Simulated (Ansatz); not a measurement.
# What Ti → Sn does to TiS2

Take TiS$_{2}$ in the CdI2 type structure (space group P-3m1, No. 164; a = 3.3606 Å, c = 5.5224 Å; layered, stacked along the Cartesian z axis) as the base.

Now apply this change: Sn takes the place of Ti on all its sites, then cell and atoms are relaxed.

Method: PBE-D3(BJ) (Ansatz, a program for electronic structure, PAW, no spin-orbit coupling). k-mesh 10×10×6 (Γ-centred); smearing 0.05 eV (Fermi–Dirac), for the changed cell.

The volume per atom goes up by 4.57 Å³, from 18.00 Å³ to 22.57 Å³ and the density goes up by 1.04 g/cm³ (3.44 g/cm³ → 4.48 g/cm³). The lattice parameter a goes up by 0.3088 Å to 3.669 Å and the c/a ratio drops by 0.061, from 1.643 to 1.582. The space group remains P-3m1 (No. 164) and the shortest interatomic distance grows by 0.174 Å (2.409 Å → 2.583 Å). The band gap goes from zero to 1.27 eV and the gap character changes from absent to indirect, K–Γ (87 % along) → k = (0, 0.400, 1/3) in the run's primitive reciprocal basis.

Final structure:

```
CELL_PARAMETERS angstrom
      3.66941     0.00000     0.00000
     -1.83471     3.17781     0.00000
      0.00000     0.00000     5.80651
ATOMIC_POSITIONS crystal
  Sn 0.00000 0.00000 0.00000
  S  0.33333 0.66667 0.25459
  S  0.66667 0.33333 0.74541
```

Stability against distortions was not tested. The final runs are not spin-polarised. A zero or small gap of TiS2 can be the functional's error rather than a property of the material.
